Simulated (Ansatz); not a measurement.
# AlP (space group P6_422, No. 181; a hypothetical phase, not in the database extracts checked)

```yaml
crystal:
  lattice:
    - [3.85085, 0.00000, 0.00000]
    - [-1.92543, 3.33494, 0.00000]
    - [0.00000, 0.00000, 8.69026]
  atoms:
    - { symbol: Al, position: [0.00000, 0.50000, 0.33333] }
    - { symbol: Al, position: [0.50000, 0.50000, 0.66667] }
    - { symbol: Al, position: [0.50000, 0.00000, 0.00000] }
    - { symbol: P, position: [0.00000, 0.50000, 0.83333] }
    - { symbol: P, position: [0.50000, 0.50000, 0.16667] }
    - { symbol: P, position: [0.50000, 0.00000, 0.50000] }
```

Computed with Ansatz (a first-principles code), PBE, PAW, cutoff 420 eV, without spin-orbit coupling. Γ-centred 10×10×4 mesh, Fermi–Dirac width 0.05 eV.

The volume per atom is 18.60 Å³, the density is 2.59 g/cm³ and the band gap is 0.95 eV, indirect, Γ → M. The total energy is -647.012 eV/atom (σ→0; compares only within this code and set-up).

Whether these cells are dynamically stable was not tested. The base started in P3_121 and relaxed to P6_422 at this level.
